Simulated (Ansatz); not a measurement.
L1₂ (Cu3Au-type) Al3Sc, treated with PBEsol (Ansatz, a quantum-chemistry and plane-wave program, PAW).

Numerical settings: plane-wave cutoff 520 eV, 14×14×14 k mesh, Fermi–Dirac smearing 0.05 eV, scalar-relativistic PAW data made under PBE.

Computed points:

| V (Å³/atom) | E − E_lowest (meV/atom) | P (GPa) |
|---|---|---|
| 15.863 | 19.36 | 6.45 |
| 16.200 | 8.32 | 4.08 |
| 16.538 | 2.02 | 1.94 |
| 16.875 | 0.00 | 0.01 |
| 17.213 | 1.85 | -1.74 |
| 17.550 | 7.20 | -3.31 |
| 17.888 | 15.70 | -4.73 |

Task: Fit the third-order Birch–Murnaghan equation and give B0 and B′.

Result: V0 = 16.876 Å³/atom, B0 = 91.7 GPa, B′ = 4.1 (fit to the energies at full precision).

Measured, for comparison: bulk modulus 91.5 ± 1 GPa (298 K, no zero-point or thermal correction, polycrystal; as tabulated in A Combined Experimental and First-Principles Based Assessment of …); equilibrium volume per atom 17.27 Å³/atom (room temperature, no zero-point or thermal correction; as tabulated in A Combined Experimental and First-Principles Based Assessment of …). Computed (rounded) less measured: bulk modulus +0.2 % (inside the measured uncertainty), equilibrium volume per atom -2.3 %.

Static lattice: no zero-point or thermal effects.
